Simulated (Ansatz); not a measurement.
Consider interstitial Ga in wurtzite GaN, charge state +1. Computed with PBE, PAW (plane waves to 420 eV; Ansatz, a program for electronic structure).

72-site cell at the relaxed PBE lattice, one k-point at (0.125, 0.250, 0.250), smearing 0.01 eV, spin-restricted, no finite-size correction. No zero-point or tunnelling terms. The charge state is imposed; whether it is stable for some Fermi level was not computed. Sites that were not tried may lie lower.

Barriers: single points on a 2×2×2 k-point mesh shifted by half a step along c at the bands' geometries (they differ from the bands' own by up to 0.06 eV, and are uncertain by about as much).

The step: several atoms move together, Ga the farthest (a rearrangement that moves the defect's centre by under 1 Å); the atom moves 0.79 Å along (0.25, 0.25, 0.00) of the unit cell; the moving atom starts with neighbours Ga at 2.29, 2 Ga at 2.47; N at 1.93, N at 2.17, N at 2.19 Å and ends with Ga at 2.29, 2 Ga at 2.47; N at 1.92, N at 2.17, N at 2.18 Å.

Question: What migration barrier of this step does PBE, PAW give?

Answer: 0.16 eV, the same both ways. At the saddle the moving atom has neighbours Ga at 2.37, Ga at 2.40, Ga at 2.42, Ga at 2.51, Ga at 2.53, Ga at 2.54; N at 2.02, N at 2.05, N at 2.06 Å. The saddle point's order was not checked, and it lies on a symmetry element of the cell, where a band can be held.
